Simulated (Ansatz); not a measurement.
## Response to strain in Al

Base system: Al in the fcc (Cu type) structure (space group Fm-3m, No. 225; relaxed with 0.1 eV smearing).

```xyz
1
Lattice="0.0000 1.9968 1.9968 1.9968 0.0000 1.9968 1.9968 1.9968 0.0000" Properties=species:S:1:pos:R:3 pbc="T T T"
Al     0.0000     0.0000     0.0000
```

Cartesian axes are those of the cell as printed.

Strains are applied to the cell and any free atomic positions relax.

All numbers come from r2SCAN (Ansatz, a quantum-chemistry and plane-wave program), no spin-orbit coupling.

Notes on the quantities. pressure: mean of the normal stresses, compression positive; energy relative to the base: free energy F.

```tsv
change	pressure	volume per atom	energy relative to the base
base	0.0 GPa	15.92 Å³	0 meV/atom
uniaxial strain ε_zz = +0.50 %	-0.5 GPa	16.00 Å³	+0.2 meV/atom
uniaxial strain ε_zz = +1.00 %	-0.9 GPa	16.08 Å³	+0.6 meV/atom
uniaxial strain ε_zz = +1.50 %	-1.3 GPa	16.16 Å³	+1.4 meV/atom
uniaxial strain ε_zz = +2.00 %	…	16.24 Å³	…
uniaxial strain ε_zz = +2.50 %	-2.1 GPa	16.32 Å³	+3.9 meV/atom
uniaxial strain ε_zz = +3.00 %	-2.5 GPa	16.40 Å³	+5.6 meV/atom
```

Problem. Complete the table.

Solution. 
- uniaxial strain ε_zz = +2.00 %, pressure: -1.7 GPa
- uniaxial strain ε_zz = +2.00 %, energy relative to the base: +2.5 meV/atom

No phonon test of stability was made.
